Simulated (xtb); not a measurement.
xtb 6.7.1, GFN2-xTB: c1c[se]c(-c2ccc(-c3c4ccccc4cc4ccccc34)cc2)c1, 41 atoms. The geometry is a generated start, not checked to be a minimum at this level.

run flags: --grad
method: GFN2-xTB
--acc: 1 (default)
--etemp (K): 300 (default)
basis functions: 122
valence electrons: 118

One run each on 1 thread. Values of broydamp tried: 0.02, 0.05, 0.1, 0.2, 0.4 (default), 0.6, 0.8, 1.

Question: How does the count of SCC iterations change with broydamp, and where is it least?

Answer: Fewest SCC iterations, within one of each other: 0.2 with 13, 0.4 (default) with 13, 0.6 with 13. The count rises to 20 at 0.02. All converge to one solution.

| broydamp | SCC iterations | end |
|---|---|---|
| 0.02 | 20 | same solution |
| 0.05 | 18 | same solution |
| 0.1 | 16 | same solution |
| 0.2 | 13 | same solution |
| 0.4 (default) | 13 | same solution |
| 0.6 | 13 | same solution |
| 0.8 | 15 | same solution |
| 1 | 16 | same solution |
